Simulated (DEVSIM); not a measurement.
System: abrupt Si p-n junction, at 300 K.

```csv
layer (left to right),material,thickness (μm),Nd (cm⁻³),Na (cm⁻³),τn (s),τp (s)
1,Si,0.240,-,2e18,2.4e-6,2.4e-6
2,Si,19.0,4.3e14,-,2.4e-6,2.4e-6
```

Left contact: ohmic. Right contact: ohmic. Voltage is applied to the left contact. Recombination: SRH at mid-gap, radiative. Mobility is μmin + (μ − μmin)/(1 + (N/Nref)^α).

This is a model device: material constants are rounded textbook-type values typed into the input, and sizes, dopings and lifetimes were drawn at random. Values at 300 K.

| parameter | Si |
|---|---|
| gap (eV) | 1.124 |
| affinity (eV) | 4.05 |
| permittivity | 11.7 |
| Nc (cm⁻³) | 2.86e19 |
| Nv (cm⁻³) | 3.1e19 |
| μn (cm²/Vs) | 1417 |
| μp (cm²/Vs) | 470 |
| μn,min | 52 |
| μp,min | 45 |
| Nref,n | 9.7e16 |
| Nref,p | 2.2e17 |
| αn | 0.68 |
| αp | 0.72 |
| B (cm³/s) | 4.7e-15 |

DEVSIM, 1D drift-diffusion, Boltzmann statistics, complete ionisation; no tunnelling, impact ionisation, image-force lowering or self-heating.

The thickness of layer 2 was swept, all else fixed.

| thickness of layer 2 (μm) | dark forward voltage at 1 A/cm² (V) | dark forward voltage at 100 A/cm² (V) |
|---|---|---|
| 3.8 | 0.530 | 0.713 |
| 6.6 | 0.548 | 0.741 |
| 11 | 0.566 | 0.768 |
| 19 | 0.585 | 0.799 |
| 32 | 0.603 | 0.841 |
| 57 | 0.624 | 0.909 |
| 95 | [?] | [?] |

Problem. Some entries are withheld; supply them.

Solution. 
- 95, dark forward voltage at 1 A/cm² (V): 0.644
- 95, dark forward voltage at 100 A/cm² (V): 1.017
